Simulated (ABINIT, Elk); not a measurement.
An ABINIT input for a self-consistent single point of SnSb (Fm-3m, 2 atoms in the cell) (DFT, PBEsol, plane waves, norm-conserving pseudopotentials (PseudoDojo nc-sr-04 PBEsol standard)):

```
# SnSb, PseudoDojo nc-sr-04 PBEsol standard
pp_dirpath "./"
pseudos "Sn.upf, Sb.upf"
acell 3*1.0
rprim
        -0.0000000000    5.8001552916    5.8001552916
         5.8001552916   -0.0000000000    5.8001552916
         5.8001552916    5.8001552916    0.0000000000
natom 2
ntypat 2
znucl 50 51
typat 1 2
xred
         0.5000000000    0.5000000000    0.5000000000
         0.0000000000    0.0000000000    0.0000000000
ecut 1088 eV
occopt 3
tsmear 0.00367493
nband 21
kptopt 1
ngkpt 12 12 12
nshiftk 1
shiftk 0 0 0
nstep 80
toldfe 1.0e-09
prtwf 0
prtden 0
```

Question: Translate this input to Elk.

Answer: One input that does it (others would too):

```
tasks
  0

xctype
  22

rgkmax
  7.0

stype
  3

swidth
  0.00367493

scale
  8.202658277

avec
    0.0000000000    0.7071067812    0.7071067812
    0.7071067812    0.0000000000    0.7071067812
    0.7071067812    0.7071067812    0.0000000000

sppath
  './'

atoms
  2   : nspecies
  'Sn.in'   : spfname
  1   : natoms; atposl, bfcmt below
  0.5000000000  0.5000000000  0.5000000000    0.0 0.0 0.0
  'Sb.in'   : spfname
  1   : natoms; atposl, bfcmt below
  0.0000000000  0.0000000000  0.0000000000    0.0 0.0 0.0

ngridk
  12 12 12
```

Basis, cutoffs, solver keys and any potentials are the target program's own. This input uses DFT, PBEsol, all-electron FP-LAPW, Elk's shipped species files, default APW+lo basis.

The starting cell comes from a database of computed structures (which also holds hypothetical and non-ambient phases and stackings), without a prior relaxation at this level.
